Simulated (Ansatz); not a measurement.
TaN, pressure series

Take TaN in the rock salt structure (space group Fm-3m, No. 225; a = 4.416 Å) as the base.

Cell and atoms are relaxed at each pressure.

The values are results of Ansatz (a quantum-chemistry and plane-wave program), PBE, PAW, cutoff 420 eV, no spin-orbit coupling, earlier PAW set, not measurements.

```json
[
 {"pressure (GPa)": "-2", "volume per atom (Å³/atom)": "10.831"},
 {"pressure (GPa)": "-1", "volume per atom (Å³/atom)": "10.798"},
 {"pressure (GPa)": "0", "volume per atom (Å³/atom)": "10.765"},
 {"pressure (GPa)": "1.8", "volume per atom (Å³/atom)": "10.707"},
 {"pressure (GPa)": "4.2", "volume per atom (Å³/atom)": "10.633"},
 {"pressure (GPa)": "9", "volume per atom (Å³/atom)": "?"},
 {"pressure (GPa)": "18", "volume per atom (Å³/atom)": "10.251"},
 {"pressure (GPa)": "30", "volume per atom (Å³/atom)": "9.970"},
 {"pressure (GPa)": "45", "volume per atom (Å³/atom)": "9.668"}
]
```

### Question
Fit the third-order Birch–Murnaghan form P(V) = (3B₀/2)[(V₀/V)^(7/3) − (V₀/V)^(5/3)]·[1 + (3/4)(B₀′ − 4)((V₀/V)^(2/3) − 1)] (squares taken in P) to the rows shown and predict the withheld row.

### Answer
Least squares on the printed values gives V₀ = 10.765 Å³/atom, B₀ = 330 GPa, B₀′ = 4.4; this predicts 10.491 Å³/atom, and the run gives 10.492 Å³/atom, in agreement.

Load acts through the strain it causes; cell and atoms are relaxed under it. No phonon test of stability was made. Competing high-pressure phases were not computed. The final runs are not spin-polarised. This is not the structure that TaN has at room temperature and ambient pressure.
